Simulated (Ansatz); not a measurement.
The reference is TiB2 (space group P6/mmm, No. 191).

```xyz
3
Lattice="3.0249 0.0000 0.0000 -1.5124 2.6196 0.0000 0.0000 0.0000 3.2238" Properties=species:S:1:pos:R:3 pbc="T T T"
Ti     0.0000     0.0000     0.0000
B      0.0000     1.7464     1.6119
B      1.5124     0.8732     1.6119
```

The other end (x = 1) is HfB$_{2}$ (space group P6/mmm, No. 191): 9.88 Å³/atom, gap zero.

Calculations: r2SCAN (Ansatz, a first-principles code), no spin-orbit coupling, earlier PAW set.

Hf replaces a fraction x of Ti; each row is one arrangement (x, atoms in the cell, starting space group or random), fully relaxed.

One change was made to it. Results:

The deviation of the volume from the linear (Vegard-type) interpolation comes out as +0.3 %; the mixing energy amounts to +0.02 eV/atom (to 0.01 eV only: unlike meshes or grids); the shortest interatomic distance goes up by 0.0241 Å, from 1.746 Å to 1.771 Å.

Question: What was done to the base?
A) x(Hf) = 0.75, 12 atoms, Pmmm
B) x(Hf) = 0.333, 9 atoms, P6/mmm
C) x(Hf) = 0.5, 12 atoms, Cmcm
D) x(Hf) = 0.25, 12 atoms, Immm

Answer: A, x(Hf) = 0.75, 12 atoms, Pmmm. For comparison, the shortest interatomic distance in the other runs: x(Hf) = 0.25, 12 atoms, Immm gives 1.738 Å; x(Hf) = 0.333, 9 atoms, P6/mmm gives 1.729 Å; x(Hf) = 0.5, 12 atoms, Cmcm gives 1.780 Å.

Each cell is one ordered arrangement of few atoms, which overstates ordering effects compared with a random alloy. Whether these cells are dynamically stable was not tested. All final runs are without spin polarisation.
